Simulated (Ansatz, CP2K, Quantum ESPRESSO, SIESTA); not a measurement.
## Code comparison for CaSnF4 (P1, 6 atoms in the cell)

Self-consistent single point, at a second geometry (atoms moved at random). First geometry:

```xyz
6
Lattice="4.0046 0.0000 0.0000 0.0000 4.0046 0.0000 0.0000 0.0000 5.7805" Properties=species:S:1:pos:R:3 pbc="T T T"
Ca     0.0000     0.0000     2.8902
Sn     2.0023     2.0023     0.0000
F      2.0023     0.0000     1.5361
F      2.0023     0.0000     4.2444
F      0.0000     2.0023     1.5361
F      0.0000     2.0023     4.2444
```

Second geometry:
```
CELL_PARAMETERS angstrom
      4.00455     0.00000     0.00000
      0.00000     4.00455     0.00000
      0.00000     0.00000     5.78047
ATOMIC_POSITIONS crystal
  Ca 0.01207 0.99177 0.50475
  Sn 0.49572 0.51951 0.00415
  F  0.49907 0.99899 0.25219
  F  0.50065 0.99430 0.73275
  F  0.99013 0.48749 0.27034
  F  0.00236 0.50793 0.73582
```

Shared settings, as Ansatz (a first-principles code) writes them: kpoints.mp_grid.grid = 8 8 5; scf.occupations.method = fermi_dirac; scf.occupations.width = 0.01 eV. Potentials and cutoffs stand in the table.

| code | model | ΔF from the first geometry (meV/atom) | pressure (GPa) | largest force (eV/Å) | gap on the mesh (eV) | cutoff |
|---|---|---|---|---|---|---|
| Quantum ESPRESSO | LDA (PZ), GBRV 1.5 ultrasoft (LDA) pseudopotentials | 3.6 | -7.26 | 0.250 | 3.396 | 40 Ry |
| SIESTA | LDA PW92, numerical atomic orbitals DZP, PseudoDojo LDA standard norm-conserving potentials (rewritten from UPF to PSML) | 4.6 | -8.96 | 0.363 | 3.266 | grid 350 Ry |
| Ansatz | LDA (PW92), PAW files made with PBE | 3.5 | -7.36 | 0.251 | 3.414 | 420 eV |
| CP2K | LDA (Pade form), GPW, DZVP-MOLOPT-SR-GTH basis, GTH-PADE potentials (GTH_POTENTIALS) | 4.4 | -5.86 | 0.231 | 3.424 | grid 550 Ry |

Size of the force on each atom (eV/Å): Sizes of forces hide their directions.

| code | Ca1 | Sn2 | F3 | F4 | F5 | F6 |
|---|---|---|---|---|---|---|
| Quantum ESPRESSO | 0.181 | 0.092 | 0.250 | 0.131 | 0.203 | 0.083 |
| SIESTA | 0.363 | 0.172 | 0.177 | 0.143 | 0.252 | 0.277 |
| Ansatz | 0.177 | 0.085 | 0.251 | 0.131 | 0.203 | 0.082 |
| CP2K | 0.231 | 0.127 | 0.206 | 0.148 | 0.167 | 0.143 |

Gaps are read on the mesh.

The spread over the programs that give each value: ΔF from the first geometry within 1.1 meV/atom; pressure within 3.10 GPa; largest force within 0.132 eV/Å; gap on the mesh within 0.158 eV.

SIESTA and CP2K use small atom-centred bases, whose incompleteness enters pressures, forces and empty levels differently from a plane-wave cutoff. Ansatz's pressure is given at a fixed set of plane waves, as the other plane-wave codes print theirs; with its correction for the finite basis it is -6.90 GPa (the shift of 0.45 GPa shows how far the cutoff is from converged). The same LDA comes in different parametrisations, which differ slightly. In the pressure, SIESTA (by 1.65) and CP2K (by 1.45) lie more than 1 GPa from the median of the plane-wave programs. In the gap, SIESTA (by 0.139) lies more than 0.12 eV from the median of the plane-wave programs. In the force vectors, SIESTA (by 0.215) lies more than 0.08 eV/Å from the median of the plane-wave programs.

The starting cell comes from a database of computed structures (which also holds hypothetical and non-ambient phases and stackings), without a prior relaxation at this level. For this run, on top of that: atoms moved at random.

Keys are those of Ansatz 0.2.
